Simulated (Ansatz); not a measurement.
Here is the system:

```
CELL_PARAMETERS angstrom
      0.00000     3.02458     3.02458
      3.02458     0.00000     3.02458
      3.02458     3.02458     0.00000
ATOMIC_POSITIONS crystal
  Pb 0.00000 0.00000 0.00000
  S  0.50000 0.50000 0.50000
```

No spin polarisation.

The values are results of DFT with PBE, PAW potentials and a 420 eV plane-wave cutoff in Ansatz (an electronic-structure program), without spin-orbit coupling, not measurements. Settings: 10×10×10 k-points, 0.05 eV Fermi–Dirac smearing.

**Question.** What electron mass does the calculation give?

**Answer.** 0.17 mₑ along k, 0.16 mₑ across (at L).

**Question.** What is the computed band gap?

**Answer.** 0.56 eV.

**Question.** Predict the gap character.

**Answer.** Direct at L.

Spin-orbit coupling, missing from the scalar runs, can matter with Pb. Load acts through the strain it causes; cell and atoms are relaxed under it. Effective masses come from finite differences of ±0.01 Å⁻¹. Along k means along the line from Γ to the band edge. No phonon test of stability was made. The cell was made from PbS in the rock salt structure (space group Fm-3m, No. 225) by this change: pressure −1 GPa.
